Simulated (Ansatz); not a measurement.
Seebeck coefficient (μV/K, mean over directions) of n-type GaAlAs$_{2}$ (R3m) against carrier density, PBEsol, rigid bands (Ansatz, a first-principles code). Computed gap 0.82 eV; densities at which minority carriers matter at this gap, or further valleys turn the trend, are left out. Conductivity mass 0.071 mₑ (harmonic mean over directions), N_c = 4.5e17 cm⁻³ at 300 K.

| electron density | 300 K | 500 K |
|---|---|---|
| 1e16 cm⁻³ | -538 | -613 |
| 1e17 cm⁻³ | (withheld) | (withheld) |
| 1e18 cm⁻³ | -161 | -226 |
| 3e18 cm⁻³ | (withheld) | -149 |
| 1e19 cm⁻³ | -51 | -92 |
| 3e19 cm⁻³ | -44 | -86 |

**Question.** Some entries are withheld; supply them.

**Answer.** 
- 1e17 cm⁻³, 300 K: -342
- 1e17 cm⁻³, 500 K: -415
- 3e18 cm⁻³, 300 K: -96

Rigid bands with a gap fixed in temperature, one relaxation time for all states, no polarons or phonon drag, and whether or not such doping can be reached. Spin-orbit coupling is left out.

Computed structure, not matched to a measured one here, so possibly hypothetical: GaAlAs2 (R3m).
